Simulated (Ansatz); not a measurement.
Zn on the Nb site in ferroelectric LiNbO3 (start: the Nb site; 120-site cell, 2×2×2 Γ-centred sampling), O-rich (Δμ(Nb) = -10.05 eV, Δμ(Zn) = -2.85 eV, bounded by Li2O2 (P6_3/mmc), wurtzite ZnO; only phases computed here count, gases as isolated molecules at 0 K). Level of theory: PBE, PAW (plane waves to 420 eV; Ansatz, a quantum-chemistry and plane-wave program). In charge state −3 (not spin-polarised) the formation energy is 4.68 eV with the Fermi level at the valence-band maximum; take the Fermi level 1.30 eV above it, where this charge is the stable one. The crystal has 1.83 × 10^22 Nb sites per cm³. Reference phases: hcp Zn, bcc Nb.

Estimate the equilibrium concentration at 1300 K in the dilute limit, leaving out vibrational entropy and degeneracy.

E_f = 4.68 + (−3)(1.3) = 0.78 eV; kT = 0.1120 eV; c = N exp(−E_f / kT) = 1.83 × 10^22 × exp(−7.0) ≈ 2 × 10^19 cm^-3. An error of 0.2 eV in E_f moves this by a factor of 6.
